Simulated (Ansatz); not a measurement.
Base system: CdGeAs2 in the chalcopyrite structure (space group I-42d, No. 122; a = 5.981 Å, c = 11.298 Å).

The values are results of r2SCAN (Ansatz, a quantum-chemistry and plane-wave program), scalar-relativistic without spin-orbit coupling, not measurements.

For the base:

* **Volume per atom**: 25.26 Å³

Perturbation: cell and atoms relaxed at a pressure of 2.1 GPa.

### Question
Estimate the effect on the volume per atom.

### Answer
The volume per atom shrinks by 0.79 Å³ (25.26 Å³ → 24.47 Å³).

Load acts through the strain it causes; cell and atoms are relaxed under it. No phonon test of stability was made.
